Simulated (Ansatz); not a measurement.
## Pt, response to strain

Consider Pt in the fcc (Cu type) structure (space group Fm-3m, No. 225; relaxed with 0.1 eV smearing).

```
Pt
1.0
    0.00000     1.97088     1.97088
    1.97088     0.00000     1.97088
    1.97088     1.97088     0.00000
Pt
1
Cartesian
  0.00000   0.00000   0.00000
```

Strains are applied to the cell and any free atomic positions relax.

Level of theory: r2SCAN, PAW, 500 eV (Ansatz, a program for electronic structure; no SOC).

Notes on the quantities. energy relative to the base: free energy F.

| change | volume per atom | energy relative to the base |
|---|---|---|
| base | 15.31 Å³ | 0 meV/atom |
| isotropic strain +0.50 % | 15.54 Å³ | +2.8 meV/atom |
| isotropic strain +1.00 % | 15.78 Å³ | +11 meV/atom |
| isotropic strain +1.50 % | 16.01 Å³ | +24 meV/atom |
| isotropic strain +2.00 % | 16.25 Å³ | +42 meV/atom |
| isotropic strain +2.50 % | 16.49 Å³ | +65 meV/atom |
| isotropic strain +3.00 % | 16.73 Å³ | +91 meV/atom |

No phonon test of stability was made. All final runs are without spin polarisation. Pt lies near a magnetic instability that expansion can trigger; it was not tested.
